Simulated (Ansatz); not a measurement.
**How the enthalpy of formation of CdTe (model structure, within 0.1 Å of Fm-3m, No. 225, 8 atoms in the cell) moves with the method**

No measured value is used here.

| level (code) | value (eV/atom) |
|---|---|
| PBE (Ansatz) | -0.286 |
| PBEsol (Ansatz) | … |
| PBE-D3(BJ) (Ansatz) | -0.281 |

Q: Complete the blanks.

A: 
- PBEsol (Ansatz, a quantum-chemistry and plane-wave program), value (eV/atom): -0.265

Density-functional levels without +SOC have no spin–orbit coupling, which shifts binding energies of heavy elements. Each level is taken at its own relaxed cell. Ansatz's density-functional and Hartree–Fock values are scalar-relativistic unless marked +SOC, with PAW data made under PBE.

A model structure was made by putting elements into a prototype or built by hand; it is no filed structure, need not be a known phase, and can be a saddle point held by its symmetry.
